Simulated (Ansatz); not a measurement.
# How far PBE and PBEsol part for AlN, pressure 2.1 GPa

Take AlN in the wurtzite structure (space group P6_3mc, No. 186; a = 3.130 Å, c = 5.018 Å) as the base.

(Cell as relaxed with PBE.)

Levels (all Ansatz, a first-principles code, PAW): PBE (420 eV, spin-orbit coupling left out); PBEsol (420 eV, no SOC).

Each level relaxes its own structure.

| base | PBE | PBEsol |
|---|---|---|
| volume per atom | 10.65 Å³ | 10.46 Å³ |
| lattice parameter a | 3.130 Å | 3.114 Å |
| band gap | 4.03 eV | 4.09 eV |

One thing is altered: cell and atoms relaxed at a pressure of 2.1 GPa.

| quantity | PBE | PBEsol |
|---|---|---|
| band gap | 4.12 eV | 4.18 eV |
| valence-band top at Γ (three highest levels, from the VBM) | 0.00, -0.21, -0.21 eV | 0.00, -0.23, -0.23 eV |
| volume per atom | 10.53 Å³ | 10.35 Å³ |

PBE's band gap lies 0.06 eV below PBEsol's; PBE's volume per atom lies 0.18 Å³ above PBEsol's (1.7 %). Neither level is exact; PBEsol is the comparison here, not a measurement.

Load acts through the strain it causes; cell and atoms are relaxed under it. Stability against distortions was not tested. Tetrahedral semiconductors of this kind turn to denser phases somewhere between about 1 and 50 GPa; those were not computed, so compressed cells here can lie past the real transition.
